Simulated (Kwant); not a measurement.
Device: wire with an abrupt hard-wall neck in a Si two-dimensional gas. Effective mass 0.19 mₑ, grid spacing 10 nm, hard walls, nominal width 300 nm (29 grid rows, so walls 300 nm apart), one parabolic valley, scattering region 900 nm long along x; energies count from the band bottom; Fermi energy swept from 1.0995e-05 to 0.0003523 eV. Central neck 180 nm wide and 270 nm long.

The device is made up for the run: typed textbook-type constants, with dimensions and the other settings drawn at random.

Kwant, effective-mass tight-binding model on a square grid, one spin, coherent transport at 0 K. Conductance is in e²/h.

Sweep values stay those of the base run.

Base results: G (e²/h) at E = 0.3523 meV 1.98; G (e²/h) at E = 0.09509 meV 0.90; G (e²/h) at E = 0.2633 meV 1.93; mean G (e²/h) over the sweep 1.08.

### Question
What follows from this one change: neck length 270 → 140 nm?

### Answer
G at E = 0.3523 meV little changed (1.98 e²/h); G at E = 0.09509 meV 0.90 → 0.94 e²/h; G at E = 0.2633 meV 1.93 → 1.48 e²/h; mean G over the sweep little changed (1.09 e²/h).

### Question
What follows from this one change: effective mass 0.19 → 0.15 mₑ?

### Answer
G at E = 0.3523 meV 1.98 → 1.62 e²/h; G at E = 0.09509 meV 0.90 → 0.93 e²/h; G at E = 0.2633 meV 1.93 → 1.00 e²/h; mean G over the sweep 1.08 → 0.85 e²/h.
